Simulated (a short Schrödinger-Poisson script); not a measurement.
From a short Schrödinger-Poisson script (our own, NumPy): one-band effective-mass equation with BenDaniel-Duke matching, electrons, heavy and light holes apart, hard walls at the outer ends, one valence edge for both holes (no strain splitting), no charge, excitons, band mixing or non-parabolicity; under a field the levels are quasi-bound states of a box, listed while three quarters of their weight lies within 4 nm of the wells.

System: single In0.2Ga0.8N/GaN quantum well.

From the first side: 12 nm GaN; 1.5 nm In0.2Ga0.8N, built-in field 2800 kV/cm; 12 nm GaN.

Constants are typed, rounded textbook-type inputs, not results; the design itself was drawn at random and stands for no fabricated device. In0.2Ga0.8N: direct gap (eV) 2.666, conduction-band edge (eV) 0, electron mass (mₑ) 0.174, heavy-hole mass 1.7, light-hole mass 0.3. GaN: direct gap (eV) 3.43, conduction-band edge (eV) 0.535, electron mass (mₑ) 0.2, heavy-hole mass 1.9, light-hole mass 0.33.

The valence-band edge of each layer lies one gap below its conduction-band edge. The electron's potential energy rises along the stack by the applied field and, inside the well alone, by the built-in field (unscreened; none in the barriers). Mesh 0.03 nm at interfaces.

Task: Give the e1-hh1 transition at zero applied field (eV); the squared e1-hh1 overlap at zero applied field.

Result: e1-hh1 transition at zero applied field (eV): 2.839; squared e1-hh1 overlap at zero applied field: 0.40. Excitons, screening of the built-in field, fields in the barriers and alloy fluctuations are left out, and strain enters only through the typed gaps and offsets, so measured lines lie elsewhere.
